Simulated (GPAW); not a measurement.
Equation of state of CsCl-type PdIn (space group 221): energy against volume (GPAW, PBE)

```
CELL_PARAMETERS angstrom
      3.19221     0.00000     0.00000
      0.00000     3.19221     0.00000
      0.00000     0.00000     3.19221
ATOMIC_POSITIONS crystal
  In 0.50000 0.50000 0.50000
  Pd 0.00000 0.00000 0.00000
```

Method: PBE, GPAW PAW datasets PBE (gpaw-data 1.0.1) (plane waves; GPAW). Settings: mode = pw; ecut = 585 eV; xc = PBE; kpts = 18 18 18; mesh shift (steps) = 0 0 0; occupations.name = fermi-dirac; occupations.width = 0.05 eV; nbands = -8; convergence.density = 1e-05 e/electron; convergence.energy = 1e-05 eV/electron; symmetry.symmorphic = false; symmetry.tolerance = 0.0005; maxiter = 150. The cell above is the first row's. The rows scale it uniformly. In all rows fractional positions and the k mesh are held. E is the free energy at the stated smearing, counted from the lowest row.

| V (Å^3/atom) | E (meV/atom) |
|---|---|
| 16.265 | ? |
| 16.618 | 45.38 |
| 16.972 | 24.12 |
| 17.325 | 10.08 |
| 17.679 | 2.30 |
| 18.033 | 0.00 |
| 18.386 | 2.45 |
| 18.740 | 9.01 |
| 19.093 | 19.17 |

Question: Fit E against V with the third-order Birch-Murnaghan form, a cubic in V^(-2/3), and predict the withheld value at V = 16.265.

Answer: With u = V^(-2/3) - 0.147, the rows have u = 0.006561, 0.004418, 0.002354, 0.000354, -0.001581, -0.003448, -0.005262, -0.007014. Least squares gives E = 1.505 + 2017.96·u + 680293·u² + 4791393·u³. Residuals (row less fit): -0.002, 0.008, -0.007, -0.005, 0.004, 0.012, -0.015, 0.004; standard error 0.012 (degrees of freedom: 4). Its minimum lies at u = -0.001507, so V0 = (0.145493)^(-3/2) = 18.02. There d²E/du² = 1317000 and d³E/du³ = 2.875e7, so B0 = (4/9) × 18.02^(-7/3) × 1317000 × 0.160218 = 110 GPa (the last factor turns the table's units into GPa), and B0' = 4 + (2/3) × 0.145493 × (2.875e7)/1317000 = 6.1. The program's pressures in the fitted runs (not shown) pass through zero at V = 18.01, 0.07 % from this V0. At the withheld row, u = 0.008775, so E = 1.505 + 2017.96 × 0.008775 + 680293 × 0.008775² + 4791393 × 0.008775³ = 74.833 meV/atom. The calculation gives 74.83 meV/atom, which the fit meets to the printed digits. The row lies outside the fitted rows, so this is an extrapolation. From the scatter of the fitted rows alone, a prediction at this place has a standard error of 0.034 meV/atom, so the miss is 0.1 times that.

Carrying the step between the two nearest rows on in a straight line would have given 66.58, off by 8.25; series whose last step already gives the withheld value aren't shown. The scan was laid around a cell of about the measured size, scaled by a guess for this functional. The runs keep the symmetry of the cell, so they don't test it for distortions. Spin polarisation is off. Cutoffs and mesh are single choices, not tested for convergence of this quantity. Series with a scatter that would blur these digits, or in which a gap closes, are not shown. Nor are scans whose minimum lies at an end fitted in this form.
